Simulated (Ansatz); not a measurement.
Consider AlRu in the CsCl type structure (space group Pm-3m, No. 221; a = 2.955 Å; relaxed with 0.1 eV smearing). Axes: x, y, z lie along the cube axes.

All numbers come from Kohn–Sham DFT with the LDA functional, run in Ansatz (an electronic-structure program) with PAW and 420 eV plane waves, spin-orbit coupling left out.

Before the change:

The pressure comes out as 0.0 GPa and the volume per atom comes out as 12.90 Å³.

Perturbation: biaxial strain −1.00 %, plane normal [001], relaxed out of plane (Cartesian); in-plane vectors clamped, the third vector and the atoms free.

Problem. What does the calculation give for the pressure after the change?

Solution. The pressure (mean of the normal stresses, compression positive) goes from zero to 2.5 GPa.

Problem. Estimate the effect on the volume per atom.

Solution. The volume per atom falls by 0.133 Å³, from 12.90 Å³ to 12.76 Å³.

Whether these cells are dynamically stable was not tested. The final runs are not spin-polarised.
